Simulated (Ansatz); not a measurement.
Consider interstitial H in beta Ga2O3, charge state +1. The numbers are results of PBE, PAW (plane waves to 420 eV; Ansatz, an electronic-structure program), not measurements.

Settings: 160 host sites, the relaxed PBE lattice, the Γ point alone, smearing 0.01 eV, spin-restricted, no image-charge correction. No zero-point or tunnelling terms. The charge state is imposed; whether it is stable for some Fermi level was not computed. Sites that were not tried may lie lower.

Barriers: single points on a 2×2×2 k-point mesh shifted by half a step at the bands' geometries.

The step: a concerted move, in which H travels most; the atom moves 2.87 Å along (0.01, 0.00, 0.49) of the unit cell; the moving atom starts with neighbours O at 1.07, O at 1.41 Å and ends with O at 1.04, O at 1.55 Å.

Q: What migration barrier of this step does PBE, PAW give?

A: 1.42 eV forward and 1.26 eV backward. At the saddle the moving atom has neighbours Ga at 1.98; O at 0.96, O at 2.19 Å. The check of the saddle point's order was inconclusive.
